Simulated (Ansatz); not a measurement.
# What biaxial strain −1.20 %, plane normal [001], relaxed out of plane does to BN

Start from BN in the wurtzite structure (space group P6_3mc, No. 186; a = 2.5410 Å, c = 4.2033 Å). Axes: x lies along a and z along c of the hexagonal cell.

Now apply this change: biaxial strain −1.20 %, plane normal [001], relaxed out of plane (Cartesian); in-plane vectors clamped, the third vector and the atoms free.

The values are results of Ansatz (a quantum-chemistry and plane-wave program) PBEsol, no SOC, not measurements. k-mesh 15×15×8 (Γ-centred); smearing 0.05 eV (Fermi–Dirac).

The volume per atom shrinks by 0.132 Å³, from 5.88 Å³ to 5.74 Å³ and the space group is still P6_3mc (No. 186). The shortest interatomic distance drops by 0.016 Å to 1.543 Å and the pressure (mean of the normal stresses, compression positive) goes from zero to 9.13 GPa. The band gap drops by 0.125 eV to 4.84 eV and the gap character remains indirect, Γ → K. The smallest direct gap grows by 0.044 eV to 8.26 eV and the width of the top valence band goes up by 0.11 eV to 5.60 eV. The electron mass goes from 0.30 mₑ along c, 0.50 mₑ across (at K) to 0.30 mₑ out of plane, 0.49 mₑ in plane (at K) and the valence-band top at Γ (three highest levels, from the VBM) goes from 0.00, 0.00, -0.28 eV to 0.00, 0.00, -0.38 eV. The out-of-plane strain comes out as +0.14 % and the ratio −ε⊥/ε∥ is 0.12. The mean in-plane stress (compression positive) amounts to +13.7 GPa.

Final structure (turned so that z lies along the plane normal):

```xyz
4
Lattice="2.5105 0.0000 0.0000 1.2553 2.1742 0.0000 0.0000 0.0000 4.2093" Properties=species:S:1:pos:R:3 pbc="T T T"
B      1.2553     0.7247     0.0022
B      2.5105     1.4494     2.1068
N      1.2553     0.7247     1.5763
N      2.5105     1.4494     3.6810
```

Effective masses come from finite differences of ±0.01 Å⁻¹. No phonon test of stability was made.
